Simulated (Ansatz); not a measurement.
ZnS (F-43m), PBE with spin-orbit coupling, rigid bands in Ansatz (an electronic-structure program): N_v = 5.20e19 cm⁻³ at 300 K and a hole conductivity mass of 0.861 mₑ.

Q: For 1e17 holes per cm³ at 300 K, place the Fermi level, estimate the Seebeck coefficient of a parabolic band with constant τ, and give mobility and conductivity for τ = 20 fs.

A: The level lies k_BT ln(N_v/p) = 0.162 eV above the valence-band maximum. S ≈ +(k_B/e)[ln(N_v/p) + 5/2] = 754 μV/K, against 779 μV/K from the full bands (mean over directions). μ = eτ/m = 40.9 cm²/(V·s) and σ = peμ = 0.655 S/cm. τ is assumed, not computed.

Band transport and this doping are assumed; polarons and phonon drag are left out. Geometry: cell and atoms relaxed with PBEsol.
